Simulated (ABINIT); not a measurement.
## A self-consistent single point of FePt (P4/mmm, 2 atoms in the cell) with ABINIT

Method of the run: PBE, PAW (JTH v2.0 PBE PAW) (plane waves; ABINIT).

Input as run:

```
# FePt, JTH v2.0 PBE PAW
pp_dirpath "./"
pseudos "Fe.GGA_PBE-JTH.xml, Pt.GGA_PBE-JTH.xml"
acell 5.0778452750 5.0778452750 6.9566487826
rprim
         1.0000000000    0.0000000000    0.0000000000
         0.0000000000    1.0000000000    0.0000000000
         0.0000000000    0.0000000000    1.0000000000
natom 2
ntypat 2
znucl 26 78
typat 1 2
xred
         0.0000000000    0.0000000000    0.0000000000
         0.5000000000    0.5000000000    0.5000000000
ecut 30
pawecutdg 60
pawxcdev 0
ixc 11
nsppol 2
spinat
      0 0 4
      0 0 1
occopt 7
tsmear 0.00367493
nband 22
kptopt 1
ngkpt 12 12 9
nshiftk 1
shiftk 0 0 0
nstep 80
toldfe 1.0e-09
prtwf 0
prtden 0
prtvol 1
```

The program printed (abridged):

```
 Symmetries : space group P4/m m m (#123); Bravais tP (primitive tetrag.)

 -outvars: echo values of preprocessed input variables --------
            acell      5.0778452750E+00  5.0778452750E+00  6.9566487826E+00 Bohr
             ecut      3.00000000E+01 Hartree
              ixc          11
         kptrlatt       12    0    0      0   12    0      0    0    9
          kptrlen      6.09341433E+01
            natom           2
            nband          22
            ngfft          27      27      36
          ngfftdg          36      36      50
             nkpt         140
           nspden           2
           nsppol           2
            nstep          80
             nsym          16
           ntypat           2
           occopt           7
        pawecutdg      6.00000000E+01 Hartree
         pawxcdev           0
          spgroup         123
           spinat      0.0000000000E+00  0.0000000000E+00  4.0000000000E+00
                       0.0000000000E+00  0.0000000000E+00  1.0000000000E+00
           toldfe      1.00000000E-09 Hartree
           tsmear      3.67493000E-03 Hartree
            typat      1  2
           useylm           1
             xred      0.0000000000E+00  0.0000000000E+00  0.0000000000E+00
                       5.0000000000E-01  5.0000000000E-01  5.0000000000E-01
            znucl       26.00000   78.00000

== DATASET  1 ==================================================================

 Exchange-correlation functional for the present dataset will be:
  GGA: Perdew-Burke-Ernzerhof functional - ixc=11
 Citation for XC functional:
  J.P.Perdew, K.Burke, M.Ernzerhof, PRL 77, 3865 (1996)

 Real(R)+Recip(G) space primitive vectors, cartesian coordinates (Bohr,Bohr^-1):
 R(1)=  5.0778453  0.0000000  0.0000000  G(1)=  0.1969339  0.0000000  0.0000000
 R(2)=  0.0000000  5.0778453  0.0000000  G(2)=  0.0000000  0.1969339  0.0000000
 R(3)=  0.0000000  0.0000000  6.9566488  G(3)=  0.0000000  0.0000000  0.1437474
 Unit cell volume ucvol=  1.7937380E+02 bohr^3
 Angles (23,13,12)=  9.00000000E+01  9.00000000E+01  9.00000000E+01 degrees

 Coarse grid specifications (used for wave-functions):

 getcut: wavevector=  0.0000  0.0000  0.0000  ngfft=  27  27  36
         ecut(hartree)=     30.000   => boxcut(ratio)=   2.07667

 Fine grid specifications (used for densities):

 getcut: wavevector=  0.0000  0.0000  0.0000  ngfft=  36  36  50
         ecut(hartree)=     60.000   => boxcut(ratio)=   2.03321

   1.63729014E+03                                ecore*ucvol(ha*bohr**3)

 newkpt: prtvol=0 or 1, do not print more k-points.
 newkpt: prtvol=0 or 1, do not print more k-points.
_setup2: Arith. and geom. avg. npw (full set) are    1407.749    1407.738

--- !BeginCycle
solver: {iscf: 17, nstep: 80, nline: 4, wfoptalg: 10, }
tolerances: {toldfe: 1.00E-09, }
...

     iter   Etot(hartree)     deltaE(h) residm    nres2    magn
 ETOT  1  -149.75800302415    -1.50E+02 2.89E+01 5.33E+02 1.390
 ETOT  2  -154.33445944019    -4.58E+00 1.15E-01 1.58E+03 0.143
 ETOT  3  -151.46225561396     2.87E+00 6.37E-01 1.39E+01 2.525
 ETOT  4  -151.51900642659    -5.68E-02 3.50E-01 1.29E+02 1.563
 ETOT  5  -151.46645585883     5.26E-02 8.12E-02 5.22E+00 3.005
 ETOT  6  -151.47484669832    -8.39E-03 4.40E-02 3.21E+00 3.029
   [... 15 lines left out ...]
 ETOT 22  -151.47858397552     2.63E-10 6.32E-04 1.56E-06 3.232
 ETOT 23  -151.47858397864    -3.12E-09 9.14E-04 4.05E-07 3.232
 ETOT 24  -151.47858398058    -1.94E-09 6.38E-04 6.17E-07 3.232
 ETOT 25  -151.47858398038     1.94E-10 8.19E-04 2.16E-07 3.232
 ETOT 26  -151.47858398022     1.63E-10 5.45E-04 6.56E-08 3.232

 At SCF step   26, etot is converged :
  for the second time, diff in etot=  1.629E-10 < toldfe=  1.000E-09

 Cartesian components of stress tensor (hartree/bohr^3)
  sigma(1 1)= -4.22363538E-04  sigma(3 2)=  0.00000000E+00
  sigma(2 2)= -4.22363538E-04  sigma(3 1)=  0.00000000E+00
  sigma(3 3)= -4.33809728E-04  sigma(2 1)=  0.00000000E+00

 Integrated electronic and magnetization densities in atomic spheres:
 Radius=ratsph(iatom), smearing ratsm=  0.0000. Diff(up-dn)=approximate z local magnetic moment.
 Atom    Radius    up_density   dn_density  Total(up+dn)  Diff(up-dn)
    1   2.11532     8.593662     5.712459     14.306121     2.881202
    2   2.51622     4.577194     4.203150      8.780344     0.374043
  Sum:             13.170855     9.915610     23.086465     3.255246
 Total magnetization (from the atomic spheres):             3.255246
 Total magnetization (exact up - dn):                       3.231952

 ----iterations are completed or convergence reached----

 reduced coordinates (array xred) for    2 atoms
       0.000000000000      0.000000000000      0.000000000000
       0.500000000000      0.500000000000      0.500000000000
 cartesian forces (eV/Angstrom) at end:
    1     -0.00000000000000    -0.00000000000000    -0.00000000000000
    2     -0.00000000000000    -0.00000000000000    -0.00000000000000
 frms,max,avg= 0.0000000E+00 0.0000000E+00   0.000E+00  0.000E+00  0.000E+00 e/A
 length scales=  5.077845275000  5.077845275000  6.956648782600 bohr
              =  2.687079988276  2.687079988276  3.681299983917 angstroms
 Fermi (or HOMO) energy (hartree) =   0.34965   Average Vxc (hartree)=  -0.46028
 Magnetization (Bohr magneton)=  3.23194448E+00
 Total spin up =  1.46159722E+01   Total spin down =  1.13840278E+01
 Eigenvalues (hartree) for nkpt= 140  k points, SPIN UP:
 kpt#   1, nband= 22, wtk=  0.00077, kpt=  0.0000  0.0000  0.0000 (reduced coord)
  -2.91349   -1.67111   -1.66038   -1.66038   -0.01454    0.10586    0.11163    0.22055
   0.22055    0.24178    0.27399    0.28090    0.33252    0.33941    0.33941    0.43224
   0.72281    0.79160    0.79160    1.00532    1.05853    1.08791
      occupation numbers for kpt#   1
   1.00000    1.00000    1.00000    1.00000    1.00000    1.00000    1.00000    1.00000
   1.00000    1.00000    1.00000    1.00000    1.00000    0.99996    0.99996    0.00000
   0.00000    0.00000    0.00000    0.00000    0.00000    0.00000
 prteigrs : prtvol=0 or 1, do not print more k-points.

 Eigenvalues (hartree) for nkpt= 140  k points, SPIN DOWN:
 kpt#   1, nband= 22, wtk=  0.00077, kpt=  0.0000  0.0000  0.0000 (reduced coord)
  -2.79043   -1.54765   -1.54189   -1.54189   -0.00969    0.12539    0.12608    0.25904
   0.25904    0.31861    0.32132    0.37260    0.41633    0.41642    0.41642    0.43938
   0.75417    0.80244    0.80244    0.99867    1.08501    1.10940
      occupation numbers for kpt#   1
   1.00000    1.00000    1.00000    1.00000    1.00000    1.00000    1.00000    1.00000
   1.00000    1.00000    1.00000    0.00000    0.00000    0.00000    0.00000    0.00000
   0.00000    0.00000    0.00000    0.00000    0.00000    0.00000
 prteigrs : prtvol=0 or 1, do not print more k-points.

--- !EnergyTerms
comment             : Components of total free energy in Hartree
kinetic             :  2.00680001109650E+01
hartree             :  3.09851344829009E+01
xc                  : -6.31532446566409E+00
Ewald energy        : -1.11973966509172E+02
psp_core            :  9.12781105721258E+00
local_psp           : -8.47946631991711E+01
spherical_terms     : -8.57547762190072E+00
internal            : -1.51478486144829E+02
'-kT*entropy'       : -2.64866873982682E-04
total_energy        : -1.51478751011703E+02
total_energy_eV     : -4.12194644041282E+03
...

-Cartesian components of stress tensor (GPa)         [Pressure=  1.2539E+01 GPa]
- sigma(1 1)= -1.24263622E+01  sigma(3 2)=  0.00000000E+00
- sigma(2 2)= -1.24263622E+01  sigma(3 1)=  0.00000000E+00
- sigma(3 3)= -1.27631207E+01  sigma(2 1)=  0.00000000E+00

 Calculation completed.
```

The run converged in 26 iterations.

The starting cell comes from a database of computed structures (which also holds hypothetical and non-ambient phases and stackings), without a prior relaxation at this level. Its lattice was rescaled by a random factor within 2.5 % of one. The magnetic order is the one reached from the typed start; others were not searched systematically. With a pressure of about 13 GPa the cell is away from its equilibrium volume at this level.

Cost on one core of a shared machine: roughly 20 min.
